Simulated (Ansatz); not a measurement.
Consider interstitial H in wurtzite CdSe, charge state +1. All values below come from PBE, PAW (plane waves to 420 eV; Ansatz, a program for electronic structure).

Settings: 72 host sites, the relaxed PBE lattice, one k-point at (0.125, 0.250, 0.250), smearing 0.01 eV, spin-restricted, no image-charge correction. Energies are static. The charge state is imposed; whether it is stable for some Fermi level was not computed. Sites that were not tried may lie lower. The start lies 0.045 eV above the lowest site run (PBE).

Barriers: single points on a 2×2×2 k-point mesh shifted by half a step along c at the bands' geometries.

The step: a concerted move, in which H travels most. Atoms about the jump, Cartesian Å from the middle of the jump, before and after:

| atom | x0 | y0 | z0 | x1 | y1 | z1 |
|---|---|---|---|---|---|---|
| H1 | -0.42 | 0.64 | 0.46 | 0.42 | -0.64 | -0.46 |
| Se2 | 0.79 | 1.38 | 0.00 | 0.41 | 0.77 | 0.00 |
| Cd3 | -2.38 | -0.45 | 1.31 | -1.96 | -0.17 | 1.14 |
| Se4 | -1.76 | -2.68 | 0.13 | -1.76 | -2.64 | 0.14 |
| Cd5 | 2.79 | -0.19 | 1.11 | 2.80 | -0.16 | 1.14 |
| Cd6 | 0.44 | 1.20 | -2.76 | 0.40 | 1.22 | -2.76 |
| Se7 | 2.61 | -2.64 | 0.14 | 2.62 | -2.64 | 0.15 |

Question: Where do these atoms stand at the saddle point, and how high is it?

Answer: 
| atom | x | y | z |
|---|---|---|---|
| H1 | -0.09 | -0.33 | -0.10 |
| Se2 | 0.48 | 1.04 | 0.06 |
| Cd3 | -2.17 | -0.23 | 1.25 |
| Se4 | -1.75 | -2.61 | 0.14 |
| Cd5 | 2.75 | -0.15 | 1.05 |
| Cd6 | 0.47 | 1.20 | -2.70 |
| Se7 | 2.61 | -2.64 | 0.13 |
It lies 0.13 eV above the start and 0.066 eV above the end. The saddle point's order was not checked.
